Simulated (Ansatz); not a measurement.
All values below come from PBE (plane waves to 420 eV, PAW; Ansatz, a first-principles code).

Plane-averaged electrostatic potential energy along the normal, in eV from the Fermi level, for C on the 1x1 (0001) surface of hcp Ti, one in a 1x1 cell, started at the site 'hollow Ti-Ti-Ti':

```json
[
 {"z (Å)": "5.20", "V (eV)": "4.40"},
 {"z (Å)": "5.49", "V (eV)": "4.40"},
 {"z (Å)": "5.78", "V (eV)": "4.39"},
 {"z (Å)": "6.07", "V (eV)": "4.38"},
 {"z (Å)": "6.36", "V (eV)": "4.36"},
 {"z (Å)": "6.64", "V (eV)": "4.33"},
 {"z (Å)": "6.93", "V (eV)": "4.26"},
 {"z (Å)": "7.22", "V (eV)": "4.13"},
 {"z (Å)": "7.51", "V (eV)": "3.88"},
 {"z (Å)": "7.80", "V (eV)": "3.42"},
 {"z (Å)": "8.09", "V (eV)": "2.60"},
 {"z (Å)": "8.38", "V (eV)": "1.16"},
 {"z (Å)": "8.67", "V (eV)": "-1.41"},
 {"z (Å)": "8.96", "V (eV)": "-6.22"},
 {"z (Å)": "9.24", "V (eV)": "-10.75"},
 {"z (Å)": "9.53", "V (eV)": "-12.76"},
 {"z (Å)": "9.82", "V (eV)": "-11.97"},
 {"z (Å)": "10.11", "V (eV)": "-8.53"},
 {"z (Å)": "10.40", "V (eV)": "-3.75"},
 {"z (Å)": "10.69", "V (eV)": "-1.40"},
 {"z (Å)": "10.98", "V (eV)": "-3.46"},
 {"z (Å)": "11.27", "V (eV)": "-8.18"},
 {"z (Å)": "11.56", "V (eV)": "-11.72"},
 {"z (Å)": "11.84", "V (eV)": "-12.53"},
 {"z (Å)": "12.13", "V (eV)": "-10.46"},
 {"z (Å)": "12.42", "V (eV)": "-5.90"},
 {"z (Å)": "12.71", "V (eV)": "-1.47"},
 {"z (Å)": "13.00", "V (eV)": "-0.49"},
 {"z (Å)": "13.29", "V (eV)": "-3.08"},
 {"z (Å)": "13.58", "V (eV)": "-8.07"},
 {"z (Å)": "13.87", "V (eV)": "-11.74"},
 {"z (Å)": "14.16", "V (eV)": "-12.65"},
 {"z (Å)": "14.44", "V (eV)": "-10.63"},
 {"z (Å)": "14.73", "V (eV)": "-6.01"},
 {"z (Å)": "15.02", "V (eV)": "-1.13"},
 {"z (Å)": "15.31", "V (eV)": "0.86"},
 {"z (Å)": "15.60", "V (eV)": "0.55"},
 {"z (Å)": "15.89", "V (eV)": "-2.29"},
 {"z (Å)": "16.18", "V (eV)": "-7.14"},
 {"z (Å)": "16.47", "V (eV)": "-10.68"},
 {"z (Å)": "16.76", "V (eV)": "-12.06"},
 {"z (Å)": "17.04", "V (eV)": "-12.49"},
 {"z (Å)": "17.33", "V (eV)": "-12.84"},
 {"z (Å)": "17.62", "V (eV)": "-9.94"},
 {"z (Å)": "17.91", "V (eV)": "-3.84"},
 {"z (Å)": "18.20", "V (eV)": "2.29"},
 {"z (Å)": "18.49", "V (eV)": "5.01"},
 {"z (Å)": "18.78", "V (eV)": "6.06"},
 {"z (Å)": "19.07", "V (eV)": "6.48"},
 {"z (Å)": "19.36", "V (eV)": "6.65"},
 {"z (Å)": "19.64", "V (eV)": "6.71"},
 {"z (Å)": "19.93", "V (eV)": "6.74"},
 {"z (Å)": "20.22", "V (eV)": "6.75"},
 {"z (Å)": "20.51", "V (eV)": "6.75"},
 {"z (Å)": "20.80", "V (eV)": "6.75"},
 {"z (Å)": "21.09", "V (eV)": "6.75"},
 {"z (Å)": "21.38", "V (eV)": "6.75"},
 {"z (Å)": "21.67", "V (eV)": "6.75"},
 {"z (Å)": "21.96", "V (eV)": "6.75"}
]
```

Model: 5-atom slab, 6.8 Å thick at the start under the adsorbate (thin: gaps and levels are the slab's own), 12x12x1 mesh, Fermi-Dirac 0.1 eV, dipole correction, 2 atoms held, the rest relaxed; start symmetry kept, larger cells not searched; no spin, no spin-orbit, no U, no dispersion correction. At the end it is bonded to 3 Ti. In PBE this state lies 0.10 eV over the lowest of the starts that converged ('hollow Ti-Ti-Ti over Ti at depth 2.2 Å').

Question: The surface cell has an area of 7.48 Å². What dipole along the normal does the step between the two vacuum levels imply?

Answer: the top vacuum level lies 2.35 eV above the bottom one; p = −ε₀ A ΔV (ε₀ = 0.005526 e/(V·Å)) gives -0.10 e·Å a cell.
